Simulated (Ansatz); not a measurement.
Worked example: relaxation of cell and atoms of CuAgO₂ (Pmmm, 4 atoms in the cell) in Ansatz (an electronic-structure program).

Computed with LDA (PW92), default PAW files made with PBE (plane waves; Ansatz).

The change in words: atoms on their sites; basis.ecutwfc: 420 eV → 355 eV; relax: default → cell and atoms. Reference geometry:
```xyz
4
Lattice="2.8080 0.0000 0.0000 0.0000 3.3438 0.0000 0.0000 0.0000 5.3880" Properties=species:S:1:pos:R:3 pbc="T T T"
Cu     1.4040     1.6719     2.7440
Ag     0.0000     0.0000     0.0000
O      0.0000     1.6719     1.4593
O      0.0000     1.6719     3.9286
```

Reference input (self-consistent single point, DFT, LDA (PW92), plane waves, default PAW files made with PBE): basis.ecutwfc = 420 eV; kpoints.mp_grid.grid = 10 8 5; hamiltonian.xc = lda; hamiltonian.pseudopotentials = {kind: paw} (the program's default PAW files); scf.occupations.method = fermi_dirac; scf.occupations.width = 0.1 eV. This run's input differs from it in these lines:

Ansatz 0.2 input:
```diff
@@ -6,3 +6,3 @@
   atoms:
-    - { symbol: Cu, position: [0.500000, 0.500000, 0.509280] }
+    - { symbol: Cu, position: [0.500000, 0.500000, 0.500000] }
     - { symbol: Ag, position: [0.000000, 0.000000, 0.000000] }
@@ -11,3 +11,3 @@
 basis:
-  ecutwfc: 420.0
+  ecutwfc: 355.0
 kpoints:
@@ -19,2 +19,4 @@
   occupations: { method: fermi_dirac, width: 0.1 }
+relax:
+  cell: {}
 output:
```

Log, with long lists cut:

```
   [... SCF lines of the steps left out ...]
relax step   1: F+E_penalty+E_count = -15120.60586583 eV  Δ(F+E_penalty+E_count) = +0.000e0 eV  max|allowed force component| = 6.305e-2 eV/Å  Δτ_max = 0.0000 Å  P = -6.381 GPa  Ω = 50.590 Å³  (8 SCF iters, dr2 threshold 1.00e-7 eV, accepted)
relax step   2: F+E_penalty+E_count = -15120.71610851 eV  Δ(F+E_penalty+E_count) = -1.102e-1 eV  max|allowed force component| = 6.644e-2 eV/Å  Δτ_max = 0.0111 Å  P = -0.201 GPa  Ω = 48.744 Å³  energy of the carried Pulay correction = +6.590e-2 eV  [...]
   [... lines left out ...]
relax step  12: F+E_penalty+E_count = -15120.66544976 eV  Δ(F+E_penalty+E_count) = -3.820e-4 eV  max|allowed force component| = 2.193e-4 eV/Å  Δτ_max = 0.0002 Å  P = -0.000 GPa  Ω = 48.224 Å³  energy of the carried Pulay correction = +3.793e-4 eV  [...]
relax step  13: F+E_penalty+E_count = -15120.66515576 eV  Δ(F+E_penalty+E_count) = +2.940e-4 eV  max|allowed force component| = 2.534e-4 eV/Å  Δτ_max = 0.0000 Å  P = -0.001 GPa  Ω = 48.224 Å³  stress off target by 1.28e-2 GPa  SCF on the basis [...]
basis re-selected at this cell: Δ(F+E_penalty+E_count) = +2.940e-4 eV, ΔP = -0.000 GPa vs the last step
the relaxation is at rest under the 8 symmetry operations that the run kept from its start: a minimum is not shown …
Stability not checked: this state was not tested for a lower state beside it, because too few of the mixer's solves of this state at the end of the SCF gave a …
Free energy (F): -15120.665156 eV
Internal energy: -15120.600022 eV  (E = F + TS)
   [... lines left out ...]
Fermi energy:    11.612743 eV
  cell:  # Å, volume = 48.2242 Å³
   [... lines left out ...]
    - [-8.627580296944078e-33, -1.393458408523588e-17, 5.2522204985959]
  atoms:
    - { symbol: Cu, position: [0.49999999999999994, 0.5, 0.5] }
    - { symbol: Ag, position: [4.286716785210573e-36, -1.4735214014915543e-34, -7.418412301374843e-68] }
    - { symbol: O, position: [1.7105694144590052e-49, 0.5, 0.2667378707200581] }
    - { symbol: O, position: [3.4211388289180104e-49, 0.5, 0.7332621292799419] }
```

The run converged. 

Summary of the result:
```
Item                                                                                                                   Result
-----------------------------------------------  ----------------------------------------------------------------------------
Free energy E − TS (on the zero of these files)                                                                -15120.6652 eV
Fermi level (on the code's own zero)                                                                                 11.61 eV
Pressure                                                                                                             0.00 GPa
Final cell                                       a = 2.8059 Å, b = 3.2723 Å, c = 5.2522 Å, α = 90.00°, β = 90.00°, γ = 90.00°
Final volume per atom                                                                                                12.06 Å³
Relaxation steps                                                                                                           13
```

The starting cell comes from a database of computed structures (which also holds hypothetical and non-ambient phases and stackings), without a prior relaxation at this level. Its lattice was rescaled by up to half a per cent. Spin polarisation is off, so a magnetic state, if there is one, cannot be reached. The relaxation keeps the symmetry of its start, so its end need not be a minimum. Ansatz's pressure includes its estimate of the finite-basis (Pulay) stress. Without the estimate this run gives -5.91 GPa. The cutoff lies below the one recommended for these files. The run gives no clean gap (levels at the Fermi energy touch, overlap or are partly filled at this smearing), which alone does not show that the compound is a metal.

Cost on one core of a shared machine: roughly 80 s.
